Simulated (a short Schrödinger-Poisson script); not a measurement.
## Symmetric double-gate stack, Al2O3 on p-type Ge(111)

System: symmetric double-gate stack, Al2O3 on p-type Ge(111), at 400 K.

```tsv
layer	material	thickness (nm)	Na (cm⁻³)
1	Al2O3	2.8	-
2	Ge	6	9e16
3	Al2O3	2.8	-
```

Constants are typed, rounded textbook-type inputs, not results; the design itself was drawn at random and stands for no fabricated device. Al2O3: permittivity 9, conduction-band edge (eV) 2.65, gap (eV) 6.8, electron mass (mₑ) 0.3. Ge: permittivity 16, conduction-band edge (eV) 0, gap (eV) 0.664, Nv at 300 K (cm⁻³) 6e18.

Channel valleys (confinement mass, in-plane density-of-states mass, number): L1 1.59, 0.08, 1; L3 0.09, 0.34, 3. At the gates, both at one voltage, the conduction-band edge of layer 1 lies 2.82 eV − eVg above the Fermi level of the channel. Gaps are held at their typed values at every temperature. Mesh 0.03 nm at interfaces.

From a short Schrödinger-Poisson script (our own, NumPy): 1D Poisson equation in equilibrium, electrons quantum, Hartree (BenDaniel-Duke, 12 states a valley, the channel's in-plane mass for all, wave functions ending at the dielectric), parabolic valleys, classical holes, full ionisation, no traps, pinning or gate leakage.

```csv
Vg (V),electrons (cm⁻²),C (μF/cm²),L1 E0 (meV),L1 E1 (meV),L3 E0 (meV),L3 E1 (meV)
-0.15,2.00e8,< 0.003,328.5,348.1,438.0,786.0
-0.05,3.62e9,0.0171,228.6,248.3,338.1,686.2
0.05,6.15e10,0.270,130.8,150.3,240.3,588.2
0.15,5.99e11,1.65,50.8,69.4,160.3,507.3
0.25,2.06e12,2.87,4.4,20.6,114.2,458.7
0.35,4.04e12,3.42,-23.5,-10.3,86.9,428.4
0.45,6.27e12,3.70,-43.7,-33.4,68.1,406.3
0.55,8.63e12,3.87,-60.3,-52.5,53.7,388.6
0.65,1.11e13,3.98,-75.0,-69.4,42.1,373.6
0.75,1.36e13,4.06,-88.8,-84.8,32.3,360.4
0.85,1.62e13,4.12,-102.1,-99.4,23.7,348.5
```

Subbands count from the Fermi level. The capacitance is that of both gates.

Only the L valleys are kept; under strong confinement the Δ valleys of Ge fill too.
